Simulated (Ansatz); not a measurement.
The starting structures come from a database of crystals and need not be the phases stable at ambient conditions.

The decay constant κ of evanescent states in the gap governs leakage through a thin film.

Data:

```
OsSbSe
1.0
    6.37581     0.00000     0.00000
    0.00000     6.49828     0.00000
    0.00000     2.51303     5.94488
Sb Os Se
4 4 4
Direct
  0.63538   0.62065   0.14397
  0.36462   0.37935   0.85603
  0.13538   0.87935   0.85603
  0.86462   0.12065   0.14397
  0.00460   0.69982   0.28682
  0.99540   0.30018   0.71318
  0.50460   0.80018   0.71318
  0.49540   0.19982   0.28682
  0.36550   0.81779   0.34953
  0.63450   0.18221   0.65047
  0.86550   0.68221   0.65047
  0.13450   0.31779   0.34953
```

Space group of this cell: P2_1/c. The cell is taken as given; by r2SCAN its mean pressure is -2.7 GPa.

Transport runs along the normal of the first two printed cell vectors.

The gap is the functional's own. No spin-orbit coupling. Mid-gap values are interpolated on the energy grid.

Give the band gap and the smallest decay constant κ at mid-gap that r2SCAN (Ansatz, a program for electronic structure) yields.

Gap 1.22 eV on a 6×6×6 mesh; κ = 0.212 1/Å, at (0.333, 0.333) of the in-plane reciprocal vectors. At the zone centre, at the nearest computed energy, the slowest state has κ = 0.28 1/Å.
